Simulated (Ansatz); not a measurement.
Base system: BeTe in the rock salt structure (space group Fm-3m, No. 225; a = 5.302 Å; a hypothetical phase, not in the database extracts checked).

The change: cell and atoms relaxed at a pressure of 15 GPa.

Levels (all Ansatz, an electronic-structure program, PAW, earlier PAW set): PBEsol (420 eV, scalar-relativistic without spin-orbit coupling); r2SCAN (500 eV, no SOC).

The geometry is relaxed with PBEsol.

```
Item                Value
---------------  --------
PBEsol pressure  15.0 GPa
```

Question: Predict the pressure from r2SCAN.

Answer: The pressure rises by 3.9 GPa (15.0 GPa → 18.9 GPa).

Single points use the geometry relaxed with PBEsol. Their cutoffs differ, which shifts pressures a little. Load acts through the strain it causes; cell and atoms are relaxed under it. Whether these cells are dynamically stable was not tested. Competing high-pressure phases were not computed. The final runs are not spin-polarised.
